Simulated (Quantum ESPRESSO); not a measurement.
Worked example: self-consistent single point of BaCu₄As₂ (R-3m, 7 atoms in the cell) in Quantum ESPRESSO.

Level of theory: PBEsol, PSlibrary PAW (PBE) pseudopotentials (plane waves; Quantum ESPRESSO 7.5).

```yaml
crystal:
  lattice:
    - [2.06357, 1.19140, 8.05447]
    - [-2.06357, 1.19140, 8.05447]
    - [0.00000, -2.38280, 8.05447]
  atoms:
    - { symbol: Ba, position: [0.00000, 0.00000, 0.00000] }
    - { symbol: Cu, position: [0.55658, 0.55658, 0.55658] }
    - { symbol: Cu, position: [0.44342, 0.44342, 0.44342] }
    - { symbol: Cu, position: [0.85557, 0.85557, 0.85557] }
    - { symbol: Cu, position: [0.14443, 0.14443, 0.14443] }
    - { symbol: As, position: [0.75636, 0.75636, 0.75636] }
    - { symbol: As, position: [0.24364, 0.24364, 0.24364] }
```

Reference input (self-consistent single point, DFT, PBEsol, plane waves, PSlibrary PAW (PBE) pseudopotentials): ecutwfc = 50 Ry; ecutrho = 300 Ry; occupations = smearing; smearing = marzari-vanderbilt; degauss = 0.0099958 Ry; input_dft = pbesol; K_POINTS = automatic 5 5 5 0 0 0; conv_thr = 1e-09 Ry; mixing_beta = 0.4. This run's input differs from it in these lines:

```diff
@@ -15,4 +15,4 @@
   occupations = 'smearing'
-  smearing = 'marzari-vanderbilt'
-  degauss = 0.0099958
+  smearing = 'gaussian'
+  degauss = 0.0073499
   input_dft = 'pbesol'
```

The program printed (abridged):

```
     Self-consistent Calculation

     iteration #  1     ecut=    50.00 Ry     beta= 0.40

     Threshold (ethr) on eigenvalues was too large:
     Diagonalizing with lowered threshold

     total energy              =   -1617.02580905 Ry
     estimated scf accuracy    <       0.65134035 Ry

     iteration #  2     ecut=    50.00 Ry     beta= 0.40

     total energy              =   -1617.17481643 Ry
     estimated scf accuracy    <       1.49781945 Ry

     iteration #  3     ecut=    50.00 Ry     beta= 0.40

     total energy              =   -1617.32047877 Ry
     estimated scf accuracy    <       0.03059237 Ry

   [... 9 blocks of this kind left out ...]

     iteration # 13     ecut=    50.00 Ry     beta= 0.40

     total energy              =   -1617.32797121 Ry
     estimated scf accuracy    <          2.3E-09 Ry

     iteration # 14     ecut=    50.00 Ry     beta= 0.40
     End of self-consistent calculation

     the Fermi energy is    11.2986 ev

!    total energy              =   -1617.32797122 Ry
     estimated scf accuracy    <          7.7E-10 Ry
     smearing contrib. (-TS)   =      -0.00129029 Ry
     internal energy E=F+TS    =   -1617.32668092 Ry

     convergence has been achieved in  14 iterations

     Forces acting on atoms (cartesian axes, Ry/au):

     atom    1 type  1   force =     0.00000000    0.00000000   -0.00000000
     atom    2 type  2   force =     0.00000000    0.00000000   -0.00274537
     atom    3 type  2   force =     0.00000000    0.00000000    0.00274537
     atom    4 type  2   force =     0.00000000    0.00000000    0.00256121
     atom    5 type  2   force =     0.00000000    0.00000000   -0.00256121
   [... lines left out ...]

     Total force =     0.011842     Total SCF correction =     0.000067

          total   stress  (Ry/bohr**3)                   (kbar)     P=       15.83
   0.00007204   0.00000000   0.00000000           10.60        0.00        0.00
   0.00000000   0.00007204  -0.00000000            0.00       10.60       -0.00
   0.00000000  -0.00000000   0.00017879            0.00       -0.00       26.30

   JOB DONE.
```

The run converged in 14 iterations. Against the reference run the free energy goes down by 1.1 meV/atom, the pressure stays at 1.58 GPa and the largest force moves little (0.190 to 0.192 eV/Å).

The starting cell comes from a database of computed structures (which also holds hypothetical and non-ambient phases and stackings), without a prior relaxation at this level. Its lattice was rescaled by a random factor within 2.5 % of one. Spin polarisation is off. The run gives no clean gap (levels at the Fermi energy touch, overlap or are partly filled at this smearing), which alone does not show that the compound is a metal.

Cost on one core of a shared machine: roughly 8 min.
